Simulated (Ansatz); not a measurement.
# Cubic perovskite CsSnI3 (cubic high-temperature phase)

Level of theory: G0W0@HSE06 in Ansatz (hard PAW, contour deformation, complete-basis limit).

Numerical settings: largest k mesh 4×4×4 (not extrapolated in the mesh).

Cell: measured lattice: a = b = c = 6.219 Å, α = β = γ = 90.00°.

```yaml
band_gap: 1.11 eV
```

Note: filled d or f shells below the valence bands can shift G0W0 gaps through exchange with them, which wasn't tested here; GW on a hybrid start was not checked against another program; held by symmetry at 0 K, a high-temperature phase can be a saddle point; cell and atoms aren't relaxed at this level; the gap holds a correction of +0.24 eV to the complete basis.

Spin–orbit coupling is not included; with these elements it can move the gap by several tenths of an eV or more.

The computed numbers hold no vibrational or temperature effects.

Computing time: roughly 8 core-hours.

Ansatz is a program for electronic structure.
